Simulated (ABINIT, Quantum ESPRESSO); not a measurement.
An ABINIT input for a self-consistent single point of As (R-3m, 2 atoms in the cell) (DFT, PBE, plane waves, norm-conserving pseudopotentials (PseudoDojo nc-sr-05 PBE standard)):

```
# As, PseudoDojo nc-sr-05 PBE standard
pp_dirpath "./"
pseudos "As.upf"
acell 3*1.0 Angstrom
rprim
         1.8774098537    1.0839230844    3.7043370000
        -1.8774098537    1.0839230844    3.7043370000
         0.0000000000   -2.1678461689    3.7043370000
natom 2
ntypat 1
znucl 33
typat 1 1
xred
         0.2244300000    0.2244300000    0.2244300000
         0.7755700000    0.7755700000    0.7755700000
ecut 42
occopt 3
tsmear 0.1 eV
nband 21
kptopt 1
ngkpt 11 11 11
nshiftk 1
shiftk 0 0 0
nstep 100
tolvrs 1.0e-11
prtwf 0
prtden 0
prtvol 1
enunit 2
```

Translate this input to Quantum ESPRESSO.

One input that does it (others would too):

```fortran
&CONTROL
 calculation = 'scf'
 prefix = 'scf'
 outdir = './tmp/'
 pseudo_dir = './'
 tprnfor = .true.
 tstress = .true.
/
&SYSTEM
 ibrav = 0
 nat = 2
 ntyp = 1
 ecutwfc = 30
 ecutrho = 180
 occupations = 'smearing'
 smearing = 'fd'
 degauss = 0.0073499
/
&ELECTRONS
 conv_thr = 1e-10
 mixing_beta = 0.4
/
ATOMIC_SPECIES
As    74.9216  As.pbe-n-rrkjus_psl.1.0.0.UPF
ATOMIC_POSITIONS {crystal}
As    0.224430000    0.224430000    0.224430000
As    0.775570000    0.775570000    0.775570000
K_POINTS {automatic}
11 11 11  0 0 0
CELL_PARAMETERS {angstrom}
   1.877409854     1.083923084     3.704337000
  -1.877409854     1.083923084     3.704337000
   0.000000000    -2.167846169     3.704337000
```

Basis settings and potentials, where a program has them, do not carry over. This input uses DFT, PBE, plane waves, PSlibrary ultrasoft (PBE) pseudopotentials.

The starting cell comes from a database of computed structures (which also holds hypothetical and non-ambient phases and stackings), without a prior relaxation at this level.
